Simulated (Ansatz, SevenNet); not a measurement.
# B20 (FeSi-type) CoSi: properties by level of theory

Reference values: lattice constant a 4.444 Å (measured, temperature not stated, no zero-point or thermal correction; as tabulated in Wikipedia's data pages); formation enthalpy -0.511 ± 0.01 eV/atom (measured, 298 K, copied from a table, unchecked, not corrected to a static lattice; as tabulated in Wang et al. (2021), doi:10.1038/s41598-021-94550-5).

| level (code) | equilibrium lattice constant a (Å) | formation enthalpy (eV/atom) |
|---|---|---|
| SevenNet-0 (SevenNet) | 4.434 | ___ |
| LDA (Ansatz) | 4.350 | -0.769 |
| r²SCAN (Ansatz) | 4.383 | -0.493 |

Problem. Fill in the missing entries.

Solution. 
- SevenNet-0 (SevenNet), formation enthalpy (eV/atom): -0.634

Differences from the reference values (errors of the level alone only where the reference is corrected to a static lattice):

```
level       lattice constant a (%)  formation enthalpy (eV/atom)
----------  ----------------------  ----------------------------
SevenNet-0                   -0.23                        -0.123
LDA                          -2.12                        -0.258
r²SCAN                       -1.37                        +0.018
```

Nearest: lattice constant a, not ranked (reference at room or unstated temperature); formation enthalpy, not ranked (one source).

Machine-learned potentials (SevenNet-0) are trained on DFT data, which may include these solids.

Ansatz's density-functional and Hartree–Fock values are scalar-relativistic unless marked +SOC, with PAW data made under PBE.

The crystal itself was run without spin with LDA, r²SCAN.

Differences are worked out from the printed values.

The computed numbers hold no vibrational or temperature effects.

Ansatz is an electronic-structure program.
